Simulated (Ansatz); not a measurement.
## Al₂(SO₄)₃ (R-3, No. 148)

All values below come from PBEsol in Ansatz (plane waves, PAW).

Settings: plane-wave cutoff 520 eV, 6×6×6 k mesh, Fermi–Dirac smearing 0.01 eV, scalar-relativistic PAW data made under PBE.

Cell (relaxed at this level):

Space group R-3, hexagonal axes (No. 148); a = 8.0601 Å, b = 8.0601 Å, c = 21.5603 Å, α = 90.00°, β = 90.00°, γ = 120.00°

| atom | site | symmetry | x | y | z |
|---|---|---|---|---|---|
| Al | 6c | 3. | 0.0000 | 0.0000 | 0.1440 |
| Al | 6c | 3. | 0.0000 | 0.0000 | 0.3511 |
| S | 18f | 1 | 0.2889 | 0.0021 | 0.2506 |
| O | 18f | 1 | 0.0147 | 0.2009 | 0.1922 |
| O | 18f | 1 | 0.2188 | 0.0751 | 0.3013 |
| O | 18f | 1 | 0.1723 | 0.1945 | 0.0906 |
| O | 18f | 1 | 0.1434 | 0.2173 | 0.4015 |
(The calculation used a cell of 34 atoms; values per cell refer to that cell.)

For Al₂(SO₄)₃ (R-3, No. 148), the band gap is 6.22 eV (on the SCF k mesh).

Note: the relaxation could not lower the start's symmetry, so the cell can be a saddle point above a distorted one.

The computed numbers hold no vibrational or temperature effects.

Computing time: very roughly 30 core-minutes.

Ansatz is an electronic-structure program.
